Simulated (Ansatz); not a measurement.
CaB6-type YB₆, treated with r²SCAN (plane waves, PAW; Ansatz, a quantum-chemistry and plane-wave program).

The input as run:

Ansatz 0.2 input:
```yaml
crystal:
  lattice:
    - [4.061866149, 0.0, 0.0]
    - [0.0, 4.061866149, 0.0]
    - [0.0, 0.0, 4.061866149]
  atoms:
    - { symbol: Y, position: [0.0, 0.0, 0.0] }
    - { symbol: B, position: [0.8010684962, 0.5, 0.5] }
    - { symbol: B, position: [0.5, 0.1989315038, 0.5] }
    - { symbol: B, position: [0.5, 0.8010684962, 0.5] }
    - { symbol: B, position: [0.1989315038, 0.5, 0.5] }
    - { symbol: B, position: [0.5, 0.5, 0.8010684962] }
    - { symbol: B, position: [0.5, 0.5, 0.1989315038] }
basis:
  ecutwfc: 560
  ecutrho_ratio: 4
  xc_grid: 3
kpoints:
  mp_grid: { grid: [14, 14, 14] }
hamiltonian:
  xc: r2scan
  dispersion: none
  pseudopotentials: { kind: paw }
scf:
  occupations: { method: fermi_dirac, width: 0.05 }
output:
  forces: true
  stress: true
  eigenvalues: true
relax:
  f_tol: 0.004
  escape_saddle: false
  max_steps: 80
```

Excerpt of the program's output:

```
WARN output.stress: scf.convergence.dr2_threshold = 1.6e-8 eV (the default of a walk held to its f_tol) is looser than the 7e-10 eV advised for a printed …
Relaxation: its limit of steps is 80 (relax.max_steps)
Crystal: 7 atoms, lattice volume = 67.016 Å³
Basis set: ecut = 560 eV, 2007 PW (Γ), exchange–correlation on 96×96×96 points (27 copies of the dense FFT grid, shifted against one another)
Bands: 22, of which v1, the nominal top of the filled ones, is band 15 counted from 1 (14 counted from 0)
Symmetry: 48 space group operations
Space group: Pm-3m (ITA 221), of the structure as read, at distance tolerance 4.1e-5 Å
k-points: 120 of 2744
Functional: x = r2scan, c = r2scan; τ floored in thin density (d = 2e-4 eV/Å³)
SCF iter   1: F=—  HF=-4802.190303 eV  |F-HF|=—  |Δ(HF+E_count)|=         —  Δρ=5.49e-3  dr2=1.27e-2  dr2_τ=1.01e0
SCF iter   2: F=—  HF=-4802.301613 eV  |F-HF|=—  |Δ(HF+E_count)|=   1.11e-1  Δρ=4.19e-3  dr2=7.03e-3  dr2_τ=1.22e-4
  ...
SCF 1 converged in 6 iterations: F = -4802.302506 eV  dr2 = 9.90e-8
Crystal: 7 atoms, lattice volume = 67.016 Å³
Initial density: handed on by an earlier stage of this run
SCF 2 converged in 3 iterations: F = -4802.302677 eV  dr2 = 2.64e-8
Crystal: 7 atoms, lattice volume = 67.016 Å³
SCF 3 converged in 3 iterations: F = -4802.302737 eV  dr2 = 2.35e-8
Crystal: 7 atoms, lattice volume = 67.016 Å³
SCF 4 converged in 2 iterations: F = -4802.302737 eV  dr2 = 1.06e-8
relax step   4: F+E_penalty+E_count = -4802.30273725 eV  Δ(F+E_penalty+E_count) = -2.959e-9 eV  max|allowed force component| = 2.750e-4 eV/Å  Δτ_max = 0.0000 Å  (2 SCF iters, accepted)
Crystal: 7 atoms, lattice volume = 67.016 Å³
SCF iter   1: F=—  HF=-4802.302737 eV  |F-HF|=—  |Δ(HF+E_count)|=         —  Δρ=4.37e-6  dr2=1.06e-8  dr2_τ=2.80e-10
SCF iter   2: F=-4802.302737 eV  HF=-4802.302737 eV  |F-HF|=1.40e-9  |Δ(HF+E_count)|=   2.59e-9  Δρ=2.89e-6  dr2=4.99e-9  dr2_τ=1.11e-10
SCF 5 converged in 2 iterations: F = -4802.302737 eV  dr2 = 4.99e-9
SCF converged after 2 iterations
Free energy (F): -4802.302737 eV
Internal energy: -4802.295804 eV  (E = F + TS)
E sigma→0 (E₀):  -4802.299271 eV
Fermi energy:    12.107730 eV
--- Forces (eV/Å), atoms counted from 1 ---
  atom   1  Y     -0.00000000    -0.00000000     0.00000000
  atom   2  B     -0.00029817    -0.00000000     0.00000000
  atom   3  B     -0.00000000     0.00029817     0.00000000
  atom   4  B      0.00000000    -0.00029817     0.00000000
  atom   5  B      0.00029817     0.00000000     0.00000000
  atom   6  B      0.00000000    -0.00000000    -0.00029817
  atom   7  B      0.00000000    -0.00000000     0.00029817
--- Stress (GPa, compression-positive) ---
        3.748236       0.000000       0.000000
       -0.000000       3.748236       0.000000
        0.000000       0.000000       3.748236
  P = ⅓ Tr σ = 3.7482 GPa (37.482 kbar)
```

The cell is one volume of an energy–volume scan, off the minimum.

The PAW data were made under PBE.

Note: the relaxation could not lower the start's symmetry, so the cell can be a saddle point above a distorted one.

It cost roughly 70 core-seconds of CPU time.
